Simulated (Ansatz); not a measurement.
System: Ta2O5 (model structure, Pbam, No. 55, 14 atoms in the cell). Method: r²SCAN (plane waves, PAW; Ansatz, a quantum-chemistry and plane-wave program).

Run with plane-wave cutoff 560 eV, 6×6×10 k mesh (along the axes of the cell as run), Fermi–Dirac smearing 0.01 eV, scalar-relativistic PAW data made under PBE.

Cell (relaxed at this level):

Ta2O5 has the orthorhombic space group Pbam (No. 55), Pearson symbol oP14. Lattice parameters: a = 6.2108 Å, b = 7.3275 Å, c = 3.7877 Å, α = β = γ = 90.00°. Ta on 4g is surrounded by 3 O at 1.921 Å and 3 O at 2.027–2.086 Å. O1 on 4h has 2 Ta at 1.921 Å (bent). O2 on 2a has 2 Ta at 1.921 Å (linear). O3 on 4g is coordinated by 3 Ta at 2.027–2.086 Å (trigonal planar). (Neighbours: up to the widest gap in distance over summed covalent radii, below 1.35, at either atom; cation-cation and far metal-metal contacts left out.)

### Question
What does this level give for the band gap and Γ–Γ gap?

### Answer

- band gap: 2.69 eV (on the SCF k mesh)
- Γ–Γ gap: 3.78 eV

Note: the relaxation could raise the start's symmetry but not lower it, so the cell can be a saddle point.

Spin–orbit coupling is not included.

A model structure was made by putting elements into a prototype or built by hand; it is no filed structure, need not be a known phase, and can be a saddle point held by its symmetry.
